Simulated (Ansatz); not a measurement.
```
CELL_PARAMETERS angstrom
      0.00000     2.49517     2.49517
      2.49517     0.00000     2.49517
      2.49517     2.49517     0.00000
ATOMIC_POSITIONS crystal
  Be 0.00000 0.00000 0.00000
  S  0.25000 0.25000 0.25000
```

No spin polarisation.

Calculations: r2SCAN (Ansatz, a quantum-chemistry and plane-wave program, PAW, spin-orbit coupling left out). Γ-centred 12×12×12 mesh, Fermi–Dirac width 0.05 eV.

### Question
Estimate the band gap.

### Answer
3.74 eV.

### Question
What space group does the calculation give?

### Answer
F-43m (No. 216).

### Question
Estimate the hole mass (degenerate bands, along [100]).

### Answer
0.33, 0.62, 0.62 mₑ (at Γ).

The cells carry an imposed strain or load. Effective masses come from finite differences of ±0.01 Å⁻¹. Whether these cells are dynamically stable was not tested. The cell was made from BeS in the zinc blende structure (space group F-43m, No. 216) by this change: isotropic strain +2.50 %.
